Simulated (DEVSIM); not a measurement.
Structure: W/Al2O3/p-Ge capacitor, at 300 K.

```csv
layer (left to right),material,thickness (nm),Na (cm⁻³)
1,Al2O3,2.80,-
2,Ge,730,6.7e17
```

Metal gate on the left, work function 4.6 eV. Fixed charge at the semiconductor interface 0 cm⁻² (in units of +e); no interface traps.

Constants are typed, rounded textbook-type inputs, not results; the design itself was drawn at random and stands for no fabricated device. Values at 300 K; Nc and Nv go as T^1.5, mobilities as T to minus their exponent, the gap by Varshni's rule with the affinity fixed.

```csv
parameter,Al2O3,Ge
gap (eV),6.8,0.664
affinity (eV),1.35,4
permittivity,9,16
Nc (cm⁻³),-,1.04e19
Nv (cm⁻³),-,6e18
Varshni α (eV/K),-,0.000477
Varshni β (K),-,235
```

Model (solved in DEVSIM): 1D Poisson equation in equilibrium, Boltzmann statistics, complete ionisation; no quantum confinement or tunnelling. Metal contacts follow the ideal Schottky-Mott rule: no Fermi-level pinning, no interface dipoles.

The temperature was swept, all else fixed.

```json
[
 {"temperature (K)": "250", "minimum of the low-frequency capacitance (μF/cm²)": "0.354", "threshold voltage (band bending 2φF) (V)": "0.70", "flat-band voltage (V)": "-0.04"},
 {"temperature (K)": "300", "minimum of the low-frequency capacitance (μF/cm²)": "0.381", "threshold voltage (band bending 2φF) (V)": "0.67", "flat-band voltage (V)": "-0.01"},
 {"temperature (K)": "350", "minimum of the low-frequency capacitance (μF/cm²)": "0.414", "threshold voltage (band bending 2φF) (V)": "0.64", "flat-band voltage (V)": "0.03"},
 {"temperature (K)": "400", "minimum of the low-frequency capacitance (μF/cm²)": "0.453", "threshold voltage (band bending 2φF) (V)": "0.62", "flat-band voltage (V)": "0.07"},
 {"temperature (K)": "450", "minimum of the low-frequency capacitance (μF/cm²)": "0.512", "threshold voltage (band bending 2φF) (V)": "0.59", "flat-band voltage (V)": "0.11"},
 {"temperature (K)": "500", "minimum of the low-frequency capacitance (μF/cm²)": "0.583", "threshold voltage (band bending 2φF) (V)": "0.56", "flat-band voltage (V)": "0.15"}
]
```

From the first row to the last the minimum of the low-frequency capacitance goes from 0.354 to 0.583. From the first row to the last the threshold voltage (band bending 2φF) goes from 0.70 to 0.56.
